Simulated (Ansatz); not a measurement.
Base system: KTaO3 in the cubic perovskite structure (space group Pm-3m, No. 221; a = 3.952 Å).

Method: LDA in Ansatz (plane waves to 420 eV, PAW, spin-orbit coupling left out).

For the base:

- Pressure: -0.01 GPa
- Width of the top valence band: 1.09 eV

Perturbation: an isotropic linear strain of +3.00 %, atoms relaxed at fixed cell.

Predict the new mean gap deformation potential ΔEg/Δln V.

The mean gap deformation potential ΔEg/Δln V is -2.1 eV.

What does the calculation give for the pressure after the change?

The pressure shrinks by 15.87 GPa (-0.01 GPa → -15.88 GPa).

What does the calculation give for the energy relative to the base after the change?

The energy increases by 62 meV/atom.

Estimate the effect on the width of the top valence band.

The width of the top valence band drops by 0.02 eV, from 1.09 eV to 1.07 eV.

Spin-orbit coupling, missing from the scalar runs, can matter with Ta. Gaps are read on the SCF mesh and a high-symmetry path. Stability against distortions was not tested.

Ansatz is a program for electronic structure.
